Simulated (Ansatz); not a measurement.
The parent structure is OsSb2 (space group Pnnm, No. 58; a = 5.955 Å, b = 6.688 Å, c = 3.205 Å).

Now apply this change: Ru takes the place of Sb on all its sites; the structure is relaxed again.

Levels (all Ansatz, an electronic-structure program, PAW): PBEsol (420 eV, no SOC); PBEsol+SOC (420 eV, with spin-orbit coupling).

The geometry is relaxed with PBEsol.

```
Quantity           Value
---------------  -------
PBEsol pressure  0.0 GPa
```

**Question.** What does PBEsol+SOC give at this geometry for the pressure?

**Answer.** The pressure goes from zero to 0.3 GPa.

Single points use the geometry relaxed with PBEsol. Differences between runs with and without spin-orbit coupling are approximate. Whether these cells are dynamically stable was not tested. As relaxed here, Ru2Os is a hypothetical phase, not in the database extracts checked. The runs without spin-orbit coupling are not spin-polarised.
